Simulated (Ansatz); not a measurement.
The starting structures come from a database of crystals and need not be the phases stable at ambient conditions.

```yaml
crystal:
  lattice:
    - [7.00124, 0.06983, 0.00000]
    - [2.90975, 6.36833, 0.00000]
    - [2.04575, -3.14925, 3.75538]
  atoms:
    - { symbol: Tc, position: [0.50000, 0.50000, 0.00000] }
    - { symbol: Tc, position: [0.75000, 0.75000, 0.50000] }
    - { symbol: Ag, position: [0.00000, 0.00000, 0.00000] }
    - { symbol: Ag, position: [0.25000, 0.25000, 0.50000] }
    - { symbol: O, position: [0.34884, 0.81588, 0.36951] }
    - { symbol: O, position: [0.69637, 0.96835, 0.40247] }
    - { symbol: O, position: [0.81588, 0.34884, 0.63049] }
    - { symbol: O, position: [0.96835, 0.69637, 0.59753] }
    - { symbol: O, position: [0.90116, 0.43412, 0.13049] }
    - { symbol: O, position: [0.55363, 0.28165, 0.09753] }
    - { symbol: O, position: [0.43412, 0.90116, 0.86951] }
    - { symbol: O, position: [0.28165, 0.55363, 0.90247] }
```

Space group of this cell: I4_1/a. The cell was relaxed by PBE-D3(BJ); by r2SCAN its mean pressure is -2.9 GPa.

Transport runs along the normal of the first two printed cell vectors, the (110) plane of the conventional cell.

No gap correction and no spin-orbit coupling; mid-gap values are interpolated between computed energies.

Problem. Estimate the band gap and the smallest decay constant κ at mid-gap that r2SCAN (Ansatz, a first-principles code) returns for this system.

Solution. Gap 1.74 eV on a 8×8×8 mesh; κ = 0.382 1/Å, at (0.333, 0.167) of the in-plane reciprocal vectors. At the zone centre, at the nearest computed energy, the slowest state has κ = 0.40 1/Å.
